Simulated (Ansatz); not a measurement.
Effect of pressure −1 GPa on MgO

Start from MgO in the rock salt structure (space group Fm-3m, No. 225; a = 4.214 Å).

Now apply this change: hydrostatic tension (pressure −1 GPa).

All numbers come from Ansatz (a first-principles code) PBEsol, scalar-relativistic without spin-orbit coupling. k-mesh 13×13×13 (Γ-centred); smearing 0.05 eV (Fermi–Dirac).

- Density: 3.55 g/cm³ (base 3.58 g/cm³)
- Lattice parameter a: 7.981 bohr (base 7.963 bohr)
- Shortest interatomic distance: 3.990 bohr (base 3.982 bohr)
- Enthalpy H = E + PV relative to the base's energy: -0.06 eV/atom
- Band gap: 4.56 eV (base 4.62 eV)
- Gap character: direct at Γ (base direct at Γ)
- Electron mass: 0.34 mₑ (at Γ) (base 0.34 mₑ (at Γ))
- Hole mass (degenerate bands, along [100]): 0.38, 2.1, 2.1 mₑ (at Γ) (base 0.38, 2.1, 2.1 mₑ (at Γ))

Cost of the whole job for the changed cell (relaxation, final SCF and bands): roughly 10 core-seconds.

Load acts through the strain it causes; cell and atoms are relaxed under it. Masses are band curvatures over ±0.01 Å⁻¹ around the edge. Whether these cells are dynamically stable was not tested.
